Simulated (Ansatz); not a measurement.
**YB12 under a change: pressure −1 GPa**

The reference is YB₁₂ (space group Fm-3m, No. 225; a = 7.457 Å).

It is then changed as follows: hydrostatic tension (pressure −1 GPa).

Calculations: PBEsol/PAW in Ansatz (an electronic-structure program), no SOC. Settings: 9×9×9 k-points, 0.05 eV Fermi–Dirac smearing.

```json
[
 {"quantity": "volume per atom", "base": "7.98 Å³", "changed": "8.01 Å³", "shift": "+0.036 Å³"},
 {"quantity": "lattice parameter a", "base": "7.457 Å", "changed": "7.469 Å", "shift": "+0.0112 Å"},
 {"quantity": "shortest interatomic distance", "base": "1.712 Å", "changed": "1.715 Å", "shift": "+0.003 Å"},
 {"quantity": "enthalpy H = E + PV relative to the base's energy", "base": "–", "changed": "-0.05 eV/atom", "shift": "–"},
 {"quantity": "band gap", "base": "zero", "changed": "zero", "shift": "–"}
]
```

Load acts through the strain it causes; cell and atoms are relaxed under it. No phonon test of stability was made. All final runs are without spin polarisation. An odd electron count without spin: YB12.
